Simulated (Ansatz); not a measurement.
Worked example: self-consistent single point of Cr (P-3m1, 2 atoms in the cell) in Ansatz (a quantum-chemistry and plane-wave program).

Method: LDA (PW92), default PAW files made with PBE (plane waves; Ansatz).

```
CELL_PARAMETERS angstrom
      2.43626     0.00000     0.00000
     -1.21813     2.10986     0.00000
      0.00000     0.00000     4.46821
ATOMIC_POSITIONS crystal
  Cr 0.33333 0.66667 0.26119
  Cr 0.66667 0.33333 0.75000
```

Reference input (self-consistent single point, DFT, LDA (PW92), plane waves, default PAW files made with PBE): basis.ecutwfc = 30.9 Ry; kpoints.mp_grid.grid = 15 15 8; hamiltonian.xc = lda; hamiltonian.pseudopotentials = {kind: paw} (the program's default PAW files); scf.occupations.method = gaussian; scf.occupations.width = 0.0073 Ry. This run's input differs from it in these lines:

Ansatz 0.2 input:
```diff
@@ -11,3 +11,3 @@
 kpoints:
-  mp_grid: { grid: [15, 15, 8] }
+  mp_grid: { grid: [17, 17, 8] }
 hamiltonian:
@@ -16,3 +16,3 @@
 scf:
-  occupations: { method: gaussian, width: 0.0073 Ry }
+  occupations: { method: gaussian, width: 0.022 Ry }
 output:
```

The program printed (abridged):

```
SCF iter   1: F=—  HF=-6645.317034 eV  |F-HF|=—  |Δ(HF+E_count)|=         —  Δρ=8.71e-3  dr2=7.34e-3  ethr=1.77e-3  ⟨swp⟩=2.4  Hψ=14449  notcnv=0
all-band conjugate gradients solve this SCF's bands
preconditioner: auto → none
SCF iter   2: F=—  HF=-6645.316123 eV  |F-HF|=—  |Δ(HF+E_count)|=   9.11e-4  Δρ=5.16e-3  dr2=3.16e-3  ethr=2.62e-5  ⟨swp⟩=1.0  Hψ=6162  notcnv=0
SCF iter   3: F=—  HF=-6645.315620 eV  |F-HF|=—  |Δ(HF+E_count)|=   5.03e-4  Δρ=1.77e-3  dr2=4.72e-4  ethr=1.13e-5  ⟨swp⟩=2.0  Hψ=5723  notcnv=0
SCF iter   4: F=—  HF=-6645.315478 eV  |F-HF|=—  |Δ(HF+E_count)|=   1.43e-4  Δρ=2.39e-4  dr2=8.10e-6  ethr=1.69e-6  ⟨swp⟩=3.0  Hψ=8647  notcnv=0
SCF iter   5: F=—  HF=-6645.315481 eV  |F-HF|=—  |Δ(HF+E_count)|=   3.08e-6  Δρ=3.39e-5  dr2=4.66e-7  ethr=2.89e-8  ⟨swp⟩=2.0  Hψ=5729  notcnv=0
SCF iter   6: F=—  HF=-6645.315481 eV  |F-HF|=—  |Δ(HF+E_count)|=   4.07e-8  Δρ=1.70e-5  dr2=2.15e-7  ethr=3.57e-10  ⟨swp⟩=5.0  Hψ=16912  notcnv=0
SCF iter   7: F=-6645.315481 eV  HF=-6645.315481 eV  |F-HF|=1.04e-8  |Δ(HF+E_count)|=   5.26e-8  Δρ=5.06e-6  dr2=1.26e-8  ethr=3.57e-10  ⟨swp⟩=3.4  Hψ=11832  notcnv=0
SCF 1 converged in 7 iterations: F = -6645.315481 eV  dr2 = 1.26e-8
Free energy (F): -6645.315481 eV
Internal energy: -6645.183338 eV  (E = F + TS)
E sigma→0 (E₀):  -6645.249409 eV
Entropy (-TS):   -0.132143 eV (-66.071 meV/atom)
Fermi energy:    19.057464 eV
--- Forces (eV/Å), atoms counted from 1 ---
  atom   1  Cr    -0.00000000     0.00000000    -0.52834927
  atom   2  Cr     0.00000000    -0.00000000     0.52834927
--- Stress (GPa, compression-positive) ---
       -3.560401      -0.000000      -0.000000
       -0.000000      -3.560401      -0.000000
       -0.000000      -0.000000     -11.380678
  P = ⅓ Tr σ = -6.1672 GPa (-61.672 kbar)
  The stress holds the Pulay correction. Without it, at fixed plane waves, as pw.x and ABINIT print it: P = -6.3116 GPa
```

The run converged in 7 iterations. Against the reference run the free energy drops by 29.8 meV/atom, the pressure goes from -6.69 to -6.17 GPa and the largest force goes from 0.558 to 0.528 eV/Å.

The starting cell comes from a database of computed structures (which also holds hypothetical and non-ambient phases and stackings), without a prior relaxation at this level. Its lattice was rescaled by up to half a per cent. One atom was moved a little off its site on purpose. Spin polarisation is off. With a pressure of about -6 GPa the cell is away from its equilibrium volume at this level. Ansatz's pressure includes its estimate of the finite-basis (Pulay) stress.
